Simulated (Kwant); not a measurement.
Device: In0.53Ga0.47As/InP stack with 3 barriers. One parabolic valley. Leads of mass 0.041 mₑ with the band edge at 0; grid 0.1 nm; bias 0 V, dropping linearly over the stack.

```json
[
 {"layer": "1", "thickness (nm)": "2.3", "band offset (eV)": "0.25", "mass (mₑ)": "0.08"},
 {"layer": "2", "thickness (nm)": "8.6", "band offset (eV)": "0", "mass (mₑ)": "0.041"},
 {"layer": "3", "thickness (nm)": "2.3", "band offset (eV)": "0.25", "mass (mₑ)": "0.08"},
 {"layer": "4", "thickness (nm)": "8.6", "band offset (eV)": "0", "mass (mₑ)": "0.041"},
 {"layer": "5", "thickness (nm)": "2.3", "band offset (eV)": "0.25", "mass (mₑ)": "0.08"}
]
```

Constants are typed, rounded textbook-type inputs, not results; the design itself was drawn at random and stands for no fabricated device.

Model: one-band effective-mass tight-binding model in one dimension, coherent, no space charge (Kwant).

```tsv
E (eV)	A	B	C
0.001250	2.1e-7	2.6e-7	3.4e-7
0.02314	0.00015	0.00011	9.2e-5
0.04504	0.18	0.41	0.25
0.06693	0.0097	0.34	0.014
0.08882	0.0020	0.0056	0.23
0.1107	0.0020	0.0029	0.012
0.1326	0.0044	0.0036	0.0074
0.1545	0.020	0.0083	0.010
0.1764	0.42	0.042	0.028
0.1983	0.42	0.54	0.24
0.2202	0.70	0.13	0.11
0.2421	0.31	0.11	0.037
0.2640	0.057	0.23	0.026
0.2859	0.026	0.54	0.028
0.3078	0.019	0.16	0.041
0.3296	0.020	0.067	0.081
0.3515	0.026	0.046	0.22
0.3750	0.046	0.044	0.61
```

Column A is the base. The others each differ by one change: width of the first well 8.6 → 5.2 nm; width of the first well 8.6 → 6.9 nm. Which is which?

B: width of the first well 8.6 → 6.9 nm; C: width of the first well 8.6 → 5.2 nm.
